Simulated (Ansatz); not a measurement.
## Ru in the hcp (Mg type) structure (space group P6_3/mmc, No. 194)

```cif
data_Ru2
_chemical_formula_sum 'Ru2'
_space_group_name_H-M_alt 'P 1'
_space_group_IT_number 1
_cell_length_a 2.69188
_cell_length_b 2.69188
_cell_length_c 4.24566
_cell_angle_alpha 90.000
_cell_angle_beta 90.000
_cell_angle_gamma 120.000
loop_
_space_group_symop_operation_xyz
  'x, y, z'
loop_
_atom_site_label
_atom_site_type_symbol
_atom_site_fract_x
_atom_site_fract_y
_atom_site_fract_z
_atom_site_occupancy
Ru1 Ru 0.33333 0.66667 0.75000 1
Ru2 Ru 0.66667 0.33333 0.25000 1
```

Computed with PBEsol/PAW in Ansatz (a program for electronic structure), no SOC. Γ-centred 20×20×11 mesh, Fermi–Dirac width 0.05 eV.

```yaml
volume_per_atom: 13.32 Å³
density: 12.60 g/cm³
band_gap: zero
total_energy: -5816.504 eV/atom (σ→0; compares only within this code and set-up)
```

Stability against distortions was not tested. All final runs are without spin polarisation.
